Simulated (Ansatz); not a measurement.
Consider Y in the hcp (Mg type) structure (space group P6_3/mmc, No. 194; a = 3.594 Å, c = 5.610 Å; relaxed with 0.1 eV smearing).

Computed with plane-wave PAW DFT at the PBEsol level (Ansatz, a quantum-chemistry and plane-wave program, 420 eV), without spin-orbit coupling.

Base values:

| Item | Result |
|---|---|
| Pressure | 0.0 GPa |
| Band gap | zero |

Perturbation: an isotropic linear strain of −3.00 %, atoms relaxed at fixed cell.

### Question
What does the calculation give for the energy relative to the base, pressure and band gap after the change?

### Answer
The energy increases by 35 meV/atom; the pressure (mean of the normal stresses, compression positive) goes from zero to 4.4 GPa; the band gap stays zero.

Stability against distortions was not tested. The final runs are not spin-polarised.
